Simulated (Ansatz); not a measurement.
## Short convergence ladders for AlCr2C (P3m1, 8 atoms in the cell)

```
CELL_PARAMETERS angstrom
      2.81663     0.00000     0.00000
     -1.40831     2.43927     0.00000
      0.00000     0.00000    12.56357
ATOMIC_POSITIONS crystal
  Al 0.66667 0.33333 0.25398
  Al 0.33333 0.66667 0.75000
  Cr 0.33333 0.66667 0.41494
  Cr 0.66667 0.33333 0.58506
  Cr 0.66667 0.33333 0.91494
  Cr 0.33333 0.66667 0.08506
  C  0.00000 0.00000 0.50000
  C  0.00000 0.00000 0.00000
```

Base method: PBEsol, default PAW files made with PBE (plane waves; Ansatz, an electronic-structure program).

Base settings: basis.ecutwfc = 420 eV; kpoints.mp_grid.grid = 13 13 3; hamiltonian.xc = pbesol; hamiltonian.pseudopotentials = {kind: paw} (the program's default PAW files); scf.occupations.method = gaussian; scf.occupations.width = 0.1 eV.

The count of work is k-points × plane waves × bands × iterations; it is no time. Core times come from one kind of shared machine, to one figure; runs under 30 s give none.

**The width of Fermi-Dirac smearing**

In this ladder: kpoints.mp_grid.grid = 21 21 5; scf.occupations.method = fermi_dirac.

Narrow widths need finer meshes than wide ones, so the last steps can hold mesh noise.

Only quantities that move along the ladder and can be compared are tabulated; pressure and forces are left out, as mesh noise rules them at narrow widths.

| scf.occupations.width | free energy less the last step's (meV/atom) | energy extrapolated to zero width less the last step's (meV/atom) | core time / last (rough) |
|---|---|---|---|
| 1 eV | -1209.93 | -86.90 | 1 |
| 0.5 eV | -326.19 | -14.85 | 2 |
| 0.3 eV | -119.10 | -1.51 | 1 |
| 0.2 eV | -51.15 | 0.78 | 1 |
| 0.1 eV | -9.87 | 0.63 | 1.0 |
| 0.05 eV | 0.00 | 0.00 | 1 |

Widest scf.occupations.width that holds the energy extrapolated to zero width within 2 meV/atom of the last step, with all finer ones: 0.3 eV; the step before is off by 15 meV/atom.

Widest scf.occupations.width that holds the free energy within 5 meV/atom: not settled: the last two steps still differ by 9.9 meV/atom, over half the tolerance, so the ladder does not show it.

The extrapolation to zero width removes most of the smearing's effect on the energy.

**The width of Methfessel-Paxton smearing**

In this ladder: kpoints.mp_grid.grid = 21 21 5; scf.occupations.method = methfessel_paxton.

Narrow widths need finer meshes than wide ones, so the last steps can hold mesh noise.

Only quantities that move along the ladder and can be compared are tabulated; pressure and forces are left out, as mesh noise rules them at narrow widths.

| scf.occupations.width | free energy less the last step's (meV/atom) | core time / last (rough) |
|---|---|---|
| 1 eV | -2.39 | 0.9 |
| 0.5 eV | 1.42 | 0.9 |
| 0.3 eV | 1.16 | 0.9 |
| 0.2 eV | 0.56 | 0.9 |
| 0.1 eV | 0.01 | 0.9 |
| 0.05 eV | 0.00 | 1 |

Widest scf.occupations.width that holds the free energy within 1 meV/atom of the last step, with all finer ones: 0.2 eV; the step before is off by 1.2 meV/atom.

**The mesh under tetrahedron occupations**

In this ladder: scf.occupations.method = tetrahedron; scf.occupations.width = default.

Only quantities that move along the ladder and can be compared are tabulated.

| kpoints.mp_grid.grid | free energy less the last step's (meV/atom) | largest difference of a force vector from the last step's (eV/Å) | count of work / last | core time / last (rough) |
|---|---|---|---|---|
| 6 6 2 | -2.86 | 0.069 | 0.026 | – |
| 7 7 2 | -1.22 | 0.025 | 0.030 | – |
| 9 9 2 | -0.85 | 0.044 | 0.041 | – |
| 11 11 2 | 0.47 | 0.035 | 0.059 | – |
| 13 13 3 | 0.34 | 0.027 | 0.10 | – |
| 16 16 4 | 0.05 | 0.003 | 0.20 | 0.2 |
| 20 20 4 | -0.05 | 0.003 | 0.30 | 0.3 |
| 25 25 5 | 0.00 | 0.004 | 0.55 | 0.6 |
| 31 31 6 | 0.00 | 0.000 | 1.0 | 1 |

Coarsest kpoints.mp_grid.grid that holds the free energy within 1 meV/atom of the last step, with all finer ones: 9 9 2, at 0.041 of the last step's count of work; the step before is off by 1.2 meV/atom.

Coarsest kpoints.mp_grid.grid that holds the forces within 0.02 eV/Å of the last step, with all finer ones: 16 16 4, at 0.20 of the last step's count of work and about 0.2 of the last step's time; the step before is off by 0.027 eV/Å.

On the base run: the starting cell comes from a database of computed structures (which also holds hypothetical and non-ambient phases and stackings), without a prior relaxation at this level. Its lattice was rescaled by up to half a per cent. One atom was moved a little off its site on purpose. Spin polarisation is off. Ansatz's pressure includes its estimate of the finite-basis (Pulay) stress.

Left out of this page: 4 runs of the series outside the window shown, repeating another row's setting, or not comparable.

Keys are those of Ansatz 0.2.
